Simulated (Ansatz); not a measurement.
Here is the system:

End structure of the (111) surface of fcc Al in its 1x1 cell, outermost plane spacing 2.33 Å in the ideal cut:

```yaml
crystal:
  lattice:
    - [2.85810, 0.00000, 0.00000]
    - [-1.42905, 2.47518, 0.00000]
    - [0.00000, 0.00000, 23.50000]
  atoms:
    - { symbol: Al, position: [0.33333, 0.66667, 0.35047] }
    - { symbol: Al, position: [0.66667, 0.33333, 0.45058] }
    - { symbol: Al, position: [0.00000, 0.00000, 0.54942] }
    - { symbol: Al, position: [0.33333, 0.66667, 0.64953] }
```

Model: 4-atom slab, 7.0 Å thick at the start (thin: gaps and levels are the slab's own), 15x15x1 mesh, Fermi-Dirac 0.1 eV, dipole correction, all atoms relaxed; symmetry of the start imposed; no spin, no spin-orbit, no U.

Q: Give the surface energy (mean of both faces) at the level PBE in Ansatz (a quantum-chemistry and plane-wave program).

A: 0.85 J/m^2

Q: What is the computed work function of the top face (PBE)?

A: 4.04 eV
